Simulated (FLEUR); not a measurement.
A self-consistent single point of Na3Tl (I4/mmm, 4 atoms in the cell) with FLEUR.

Computed with LDA (Vosko-Wilk-Nusair), all-electron FLAPW (FLEUR), scalar-relativistic valence.

```xyz
4
Lattice="-2.5004 2.5004 5.0209 2.5004 -2.5004 5.0209 2.5004 2.5004 -5.0209" Properties=species:S:1:pos:R:3 pbc="T T T"
Na     0.0000     2.5004     2.5104
Na     2.5004     0.0000     2.5104
Na     0.0000     0.0000     5.0209
Tl     0.0000     0.0000     0.0000
```

Reference input (self-consistent single point, DFT, LDA (Vosko-Wilk-Nusair), all-electron FLAPW (FLEUR), scalar-relativistic valence): Kmax = 3.8 1/bohr; GmaxXC = 15.2 1/bohr; xcFunctional = vwn; jspins = 1; l_soc = F; mode = gauss; fermiSmearingEnergy = 0.00999582 Htr; mesh (inpgen div1-3) = 6 6 6; inpgen gamma flag = true; Gmax = 15.2 1/bohr; numbands = 0; maxIterBroyd = 99. This run's input differs from it in these lines:

```diff
@@ -17,3 +17,3 @@
 &exco xctyp='vwn' /
-&kpt div1=6 div2=6 div3=6 gamma=t /
+&kpt div1=8 div2=8 div3=8 gamma=t /
 &end /
```

Log, with long lists cut:

```
 Iteration:     1   Distance:       3.09658062 me/bohr^3
 Iteration:     2   Distance:       2.89875780 me/bohr^3
 Iteration:     3   Distance:       0.77940664 me/bohr^3
 Iteration:     4   Distance:       0.18877622 me/bohr^3
 Iteration:     5   Distance:       0.16381341 me/bohr^3
   [... 5 lines left out ...]
 Iteration:    11   Distance:       0.00045138 me/bohr^3
 Iteration:    12   Distance:       0.00006530 me/bohr^3
 Iteration:    13   Distance:       0.00001633 me/bohr^3
 Iteration:    14   Distance:       0.00000870 me/bohr^3
 Run finished successfully
 Stop message:
   Structural relaxation: Done

[file out, last iteration]
             iter=     15
[...]
          total density-effective poten   -3.6766341303E+04
          total charge density-energy d   -4.1175442185E+02
 Updated energy parameters for spin:           1
[...]
 fermi energy and band-weighting factors:

[...]
FERMIE:
          first approx. to ef    (T=0)  :   0.068184 htr   (energy of the highest occ. eigenvalue)
          number of occ. states  (T=0)  :       1176
          first approx. to seigv (T=0)  : -29.826300 htr
          sum of weights of occ. states :  20.007812
          sum of semicore charge        :   0.000000 e
          fermi energy=   0.06894 har   work function=  -1.87600 ev
          number of valence electrons=  40.00000
     band-weighting factor for spin=    1
   [... lines left out ...]
          total moment                 =     0.00000
 Direct bandgap for spin            1 :    1.6947097508589470E-003  Htr
 ---->    free energy=                    -20763.0916391637 htr
   [... lines left out ...]
 TOTAL FORCE FOR ATOM TYPE=  1  X=  4.725   Y=  0.000   Z= -4.744
                       FX_TOT= 0.000000 FY_TOT= 0.000000 FZ_TOT= 0.000000
 TOTAL FORCE FOR ATOM TYPE=  2  X=  0.000   Y=  0.000   Z=  9.488
                       FX_TOT= 0.000000 FY_TOT= 0.000000 FZ_TOT= 0.000000
 TOTAL FORCE FOR ATOM TYPE=  3  X=  0.000   Y=  0.000   Z=  0.000
                       FX_TOT= 0.000000 FY_TOT= 0.000000 FZ_TOT= 0.000000
 Structural relaxation: Done
```

The run converged in 14 iterations. FLEUR gives forces in its relaxation mode, with a further iteration, so its stop message speaks of a relaxation. Against the reference run the total energy rises by 1.5 meV/atom.

The starting cell comes from a database of computed structures (which also holds hypothetical and non-ambient phases and stackings), without a prior relaxation at this level. Its lattice was rescaled by a random factor within 2.5 % of one. Spin-orbit coupling is off. Values depend on the basis (sphere radii, cutoffs, local orbitals), which need not be converged. The log's line on a gap gives a spacing of levels on this mesh, which the program prints for metals too.

Cost on one core of a shared machine: roughly 4 min.
